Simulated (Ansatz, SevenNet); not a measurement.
## SnO (model structure, started from the h-BN type, P6₃/mmc, No. 194, 4 atoms in the cell): properties by level of theory

```tsv
level (code)	lattice constant a (Å)	lattice parameter c (Å)
SevenNet-l3i5	4.117	5.196
PBEsol (Ansatz)	4.115	5.128
r²SCAN+rVV10 (Ansatz)	4.110	5.160
```

Caveats: the cell moved over 20 % in volume from its start (SevenNet-l3i5). Ansatz's density-functional and Hartree–Fock values are scalar-relativistic unless marked +SOC, with PAW data made under PBE.

Computed values are for the static lattice.

A model structure was made by putting elements into a prototype or built by hand; it is no filed structure, need not be a known phase, and can be a saddle point held by its symmetry.

Ansatz is a first-principles code.
